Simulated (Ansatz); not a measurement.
Sr2BeN2 (model structure, started from the Ca2ZnN2 type, I4/mmm, No. 139, 5 atoms in the cell) was calculated with PBE (PAW; Ansatz, a first-principles code).

Numerical settings: plane-wave cutoff 520 eV, 12×12×12 k mesh, Fermi–Dirac smearing 0.01 eV, scalar-relativistic PAW data made under PBE.

Cell (relaxed at this level):

```
CELL_PARAMETERS angstrom
     -1.91587     1.91587     5.94112
      1.91587    -1.91587     5.94112
      1.91587     1.91587    -5.94112
ATOMIC_POSITIONS crystal
  Sr 0.65191 0.65191 0.00000
  Sr 0.34809 0.34809 0.00000
  Be 0.00000 0.00000 0.00000
  N  0.86962 0.86962 0.00000
  N  0.13038 0.13038 0.00000
```

**Question.** Estimate the band gap that the calculation returns.

**Answer.** 
- band gap = 0.87 eV

Note: the relaxation could raise the start's symmetry but not lower it, so the cell can be a saddle point.

Spin–orbit coupling is not included.

Cost on a shared machine: very roughly 40 core-seconds.

A model structure was made by putting elements into a prototype or built by hand; it is no filed structure, need not be a known phase, and can be a saddle point held by its symmetry.
